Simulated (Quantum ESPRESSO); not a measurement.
Convergence test for TaReSi (P-62m, 9 atoms in the cell)

TaReSi has the hexagonal space group P-62m (No. 189), Pearson symbol hP9. Cell: a = b = 6.8116 Å, c = 3.2554 Å, α = β = 90.00°, γ = 120.00°. Ta on 3g has 5 Si at 2.641–2.727 Å and 6 Re at 2.822–2.898 Å and 2 Ta at 3.255 Å. Si1 on 2c is coordinated by 3 Re at 2.552 Å and 6 Ta at 2.641 Å. Si2 on 1b sees 6 Re at 2.411 Å and 3 Ta at 2.727 Å. Re on 3f sees 2 Si at 2.411 Å and 2 Si at 2.552 Å and 6 Ta at 2.822–2.898 Å and 2 Re at 3.082 Å. (Neighbours: up to the widest gap in distance over summed covalent radii, below 1.35, at either atom; cation-cation and far metal-metal contacts left out.)

Computed with LDA (PZ), GBRV 1.5 ultrasoft (LDA) pseudopotentials (plane waves; Quantum ESPRESSO).

The starting cell comes from a database of computed structures (which also holds hypothetical and non-ambient phases and stackings), without a prior relaxation at this level. Spin polarisation is off. In the base run, with a pressure of about -5 GPa the cell is away from its equilibrium volume at this level.

Held fixed: occupations = smearing; smearing = cold; degauss = 0.0073499 Ry; potentials = {Ta: ta_lda_v1.uspp.F.UPF, Si: si_lda_v1.uspp.F.UPF, Re: re_lda_v1.2.uspp.F.UPF}; K_POINTS = automatic 3 3 6 0 0 0; conv_thr = 1e-10 Ry. Moved along with it: ecutrho.

ΔF is the free energy per atom less that of the last row (70 Ry).

```json
[
 {"ecutwfc": "16 Ry", "ΔF (meV/atom)": "5070.8", "pressure (GPa)": "-233.87", "largest force (eV/Å)": "0.987", "plane waves": "968", "iterations": "13"},
 {"ecutwfc": "20 Ry", "ΔF (meV/atom)": "958.9", "pressure (GPa)": "-67.39", "largest force (eV/Å)": "0.102", "plane waves": "1353", "iterations": "13"},
 {"ecutwfc": "24 Ry", "ΔF (meV/atom)": "165.2", "pressure (GPa)": "-14.92", "largest force (eV/Å)": "0.097", "plane waves": "1786", "iterations": "13"},
 {"ecutwfc": "28 Ry", "ΔF (meV/atom)": "72.7", "pressure (GPa)": "-4.51", "largest force (eV/Å)": "0.126", "plane waves": "2223", "iterations": "12"},
 {"ecutwfc": "32 Ry", "ΔF (meV/atom)": "62.3", "pressure (GPa)": "-4.50", "largest force (eV/Å)": "0.124", "plane waves": "2729", "iterations": "13"},
 {"ecutwfc": "36 Ry", "ΔF (meV/atom)": "44.4", "pressure (GPa)": "-5.05", "largest force (eV/Å)": "0.125", "plane waves": "3258", "iterations": "12"},
 {"ecutwfc": "40 Ry", "ΔF (meV/atom)": "[?]", "pressure (GPa)": "-4.84", "largest force (eV/Å)": "0.127", "plane waves": "3810", "iterations": "12"},
 {"ecutwfc": "46 Ry", "ΔF (meV/atom)": "11.8", "pressure (GPa)": "-4.16", "largest force (eV/Å)": "0.125", "plane waves": "4684", "iterations": "13"},
 {"ecutwfc": "52 Ry", "ΔF (meV/atom)": "[?]", "pressure (GPa)": "-3.92", "largest force (eV/Å)": "0.125", "plane waves": "5614", "iterations": "12"},
 {"ecutwfc": "60 Ry", "ΔF (meV/atom)": "3.8", "pressure (GPa)": "-3.97", "largest force (eV/Å)": "0.125", "plane waves": "6948", "iterations": "12"},
 {"ecutwfc": "70 Ry", "ΔF (meV/atom)": "0.00", "pressure (GPa)": "-3.87", "largest force (eV/Å)": "0.125", "plane waves": "8764", "iterations": "13"}
]
```

What belongs in the gaps?


- 40 Ry, ΔF (meV/atom): 25.9
- 52 Ry, ΔF (meV/atom): 7.5
